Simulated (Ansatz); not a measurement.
Start from GaN in the zinc blende structure (space group F-43m, No. 216).

```yaml
crystal:
  lattice:
    - [0.00000, 2.24895, 2.24895]
    - [2.24895, 0.00000, 2.24895]
    - [2.24895, 2.24895, 0.00000]
  atoms:
    - { symbol: Ga, position: [0.00000, 0.00000, 0.00000] }
    - { symbol: N, position: [0.25000, 0.25000, 0.25000] }
```

Cartesian axes are those of the cell as printed.

Calculations: r2SCAN, PAW, 500 eV (Ansatz, a quantum-chemistry and plane-wave program; scalar-relativistic without spin-orbit coupling).

Before the change:

The valence-band top at Γ is 0.00, 0.00, 0.00 eV.

The change: compressive biaxial strain of 0.83 % in the plane normal to [111], as in epitaxy on a mismatched substrate; the out-of-plane cell vector and the atoms relax.

Question: What does the calculation give for the valence-band top at Γ after the change?

Answer: The valence-band top at Γ (three highest levels, from the VBM) changes from 0.00, 0.00, 0.00 eV to 0.00, 0.00, -0.08 eV.

Question: What happens to the ratio −ε⊥/ε∥?

Answer: The ratio −ε⊥/ε∥ is 0.44.

Question: What happens to the in-plane stress?

Answer: The mean in-plane stress (compression positive) is +4.0 GPa.

The levels and masses belong to the bands next to the band gap. No phonon test of stability was made. This is not the structure that GaN has at room temperature and ambient pressure.
